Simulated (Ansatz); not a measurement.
Consider CuAu (space group P4/mmm, No. 123; a = 2.869 Å, c = 3.645 Å; relaxed with 0.1 eV smearing).

Level of theory: PBE in Ansatz (plane waves to 420 eV, PAW, no spin-orbit coupling).

Before the change:

The pressure is 0.0 GPa and the band gap is zero.

One thing is altered: the cell is scaled by 0.9700 in all directions; the atoms relax in the strained cell.

### Question
How does this affect the pressure, energy relative to the base and band gap?

### Answer
The pressure (mean of the normal stresses, compression positive) goes from zero to 16.5 GPa; the energy goes up by 61 meV/atom; the band gap is still zero.

Whether these cells are dynamically stable was not tested. The final runs are not spin-polarised.

Ansatz is a program for electronic structure.
